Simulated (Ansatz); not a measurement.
The reference is MoS2 in the 3R-MoS2 type structure (space group R3m, No. 160; a = 3.1156 Å, c = 17.3564 Å (hexagonal axes); layered, stacked along the Cartesian z axis).

Modification: hydrostatic tension (pressure −1 GPa).

Levels (all Ansatz, an electronic-structure program, PAW): PBEsol-D3(BJ) (420 eV, spin-orbit coupling left out); r2SCAN (500 eV, scalar-relativistic without spin-orbit coupling); HSE06 (420 eV, spin-orbit coupling left out).

At the geometry relaxed with PBEsol-D3(BJ), these levels gave the following band gaps, in shuffled order: (a) 0.58 eV, (b) 1.14 eV, (c) 0.73 eV.

Match each gap to its level.

(a) PBEsol-D3(BJ); (b) HSE06; (c) r2SCAN.

Single points use the geometry relaxed with PBEsol-D3(BJ). HSE06 gaps are upper bounds (no full band path). Load acts through the strain it causes; cell and atoms are relaxed under it. Whether these cells are dynamically stable was not tested.
